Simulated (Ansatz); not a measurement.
Consider the following.

```xyz
2
Lattice="4.4208 0.0000 0.0000 0.0000 4.4208 0.0000 2.2104 -2.2104 3.1937" Properties=species:S:1:pos:R:3 pbc="T T T"
Te     4.4208     0.0000     3.1937
Pb     0.0000     0.0000     0.0000
```

No spin polarisation.

Calculations: Ansatz (a quantum-chemistry and plane-wave program) LDA, scalar-relativistic without spin-orbit coupling. Settings: 9×9×9 k-points, 0.05 eV Fermi–Dirac smearing.

Question: What band gap does the calculation give?

Answer: 0.45 eV.

Question: Predict the mean in-plane stress (compression positive).

Answer: +3.2 GPa.

With Pb and Te present, leaving out spin-orbit coupling can change the band edges. The cells carry an imposed strain or load. No phonon test of stability was made. The cell was made from PbTe in the rock salt structure (space group Fm-3m, No. 225) by this change: biaxial strain −2.00 %, plane normal [001], relaxed out of plane.
